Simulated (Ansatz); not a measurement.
Consider BeS in the zinc blende structure (space group F-43m, No. 216).

```
CELL_PARAMETERS angstrom
      0.00000     2.43415     2.43415
      2.43415     0.00000     2.43415
      2.43415     2.43415     0.00000
ATOMIC_POSITIONS crystal
  S  0.75000 0.75000 0.75000
  Be 0.00000 0.00000 0.00000
```

All numbers come from DFT with r2SCAN, PAW potentials and a 500 eV plane-wave cutoff in Ansatz (a first-principles code), without spin-orbit coupling, earlier PAW set.

For the base:

| Property | Result |
|---|---|
| Gap character | indirect, Γ → X |
| Electron mass | 0.79 mₑ along k, 0.29 mₑ across (at X) |
| Smallest direct gap | 6.22 eV |
| Band gap | 3.59 eV |

Now apply this change: every Be is replaced by Ba, then cell and atoms are relaxed.

Tabulated Pauling electronegativity and covalent radius: Be 1.57, 0.96 Å; Ba 0.89, 2.15 Å.

**Question.** What happens to the gap character?

**Answer.** The gap character becomes indirect, W → Γ (base: indirect, Γ → X).

**Question.** Estimate the effect on the electron mass.

**Answer.** The electron mass changes from 0.79 mₑ along k, 0.29 mₑ across (at X) to 0.39 mₑ (at Γ).

**Question.** What happens to the smallest direct gap?

**Answer.** The smallest direct gap drops by 2.52 eV, from 6.22 eV to 3.70 eV.

**Question.** What happens to the band gap?

**Answer.** The band gap drops by 0.52 eV (3.59 eV → 3.07 eV).

Masses are band curvatures over ±0.01 Å⁻¹ around the edge. Along k means along the line from Γ to the band edge. Stability against distortions was not tested. As relaxed here, BaS is a hypothetical phase, not in the database extracts checked.
